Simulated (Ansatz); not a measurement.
Consider Ta in the bcc (W type) structure (space group Im-3m, No. 229; a = 3.305 Å).

All numbers come from DFT with r2SCAN, PAW potentials and a 500 eV plane-wave cutoff in Ansatz (a quantum-chemistry and plane-wave program), no spin-orbit coupling.

Base values:

```
Property            Value
---------------  --------
Volume per atom  18.05 Å³
```

It is then changed as follows: Cd takes the place of Ta on all its sites, then cell and atoms are relaxed.

Tabulated Pauling electronegativity and covalent radius: Ta 1.50, 1.70 Å; Cd 1.69, 1.44 Å.

Predict the new volume per atom.

The volume per atom rises by 4.02 Å³, from 18.05 Å³ to 22.07 Å³.

Whether these cells are dynamically stable was not tested. For Cd in this form, whether it has been made was not checked. All final runs are without spin polarisation. This is not the structure that Cd has at room temperature and ambient pressure.
